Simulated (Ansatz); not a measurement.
Amorphous Si24O49Ag2, 75 atoms at 2.47 g/cm³, one PBE-relaxed geometry, zone centre. Methods: PBE, scalar-relativistic without spin-orbit coupling (Ansatz, a program for electronic structure); r2SCAN, scalar-relativistic without spin-orbit coupling (Ansatz); HSE06, scalar-relativistic without spin-orbit coupling (Ansatz). Plane waves to 420 eV (r2SCAN 500 eV); exact exchange is cut at the cell's faces. At PBE the levels at the filled edge of the gap are localised (band-tail or defect states), and the nearest spread-out levels lie 4.4 eV apart at the zone centre. All rungs ran without spin polarisation.

The cell was made by melting and quenching with the CHGNet potential and then relaxed with DFT. O atoms were pushed apart under 1.9 Å during the dynamics, to hinder bonds among them. The hot cell started wider than the set density and was brought back towards it in steps. It is the lowest in DFT energy of 2 quenches. It is a model cell: composition and starting density were chosen by hand, and all elements were melted together. No dispersion term was used. Its density started from a set value of 2.45 and ended at 2.47 g/cm³. Cooling (nominally 400 K/ps over its main leg) ran many orders faster than in experiment, which tends to leave more defects and strain. One small periodic cell is one sample of the glass; other quenches scatter about these values. Volume and shape were free in the relaxation.

The relaxation ran on the zone centre alone. At PBE the level gap is 2.87 eV on a 2×2×2 Γ-centred mesh, and the spacing at the zone centre alone 2.87 eV.

**Question.** What zone-centre spacing does r2SCAN give, roughly?

**Answer.** 3.34 eV (+0.46 eV against PBE).

**Question.** What zone-centre spacing does HSE06 give, roughly?

**Answer.** 4.48 eV (+1.61 eV against PBE).

The highest filled and the lowest empty state spread over these numbers of atoms (participation numbers): PBE: 3.2 and 8.1; r2SCAN: 4.1 and 7.7; HSE06: 2.8 and 8.6.
